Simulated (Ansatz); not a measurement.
BPt2 (P6₃/mmc, No. 194; cell taken from a computed entry)

All values below come from r²SCAN (PAW; Ansatz, a first-principles code).

Settings: plane-wave cutoff 500 eV, 18×18×4 k mesh (along the axes of the cell as run), Fermi–Dirac smearing 0.05 eV, scalar-relativistic PAW data made under PBE.

Cell (relaxed at this level):

```
CELL_PARAMETERS angstrom
      2.92701     0.00000     0.00000
     -1.46350     2.53486     0.00000
      0.00000     0.00000    10.33887
ATOMIC_POSITIONS crystal
  B  0.66667 0.33333 0.75000
  B  0.33333 0.66667 0.25000
  Pt 0.66667 0.33333 0.38389
  Pt 0.33333 0.66667 0.61611
  Pt 0.33333 0.66667 0.88389
  Pt 0.66667 0.33333 0.11611
```

For BPt2 (P6₃/mmc, No. 194; cell taken from a computed entry), the band gap comes out as zero (no gap).

Note: the relaxation could not lower the start's symmetry, so the cell can be a saddle point above a distorted one.

Spin–orbit coupling is not included.

Static lattice: no zero-point or thermal effects.
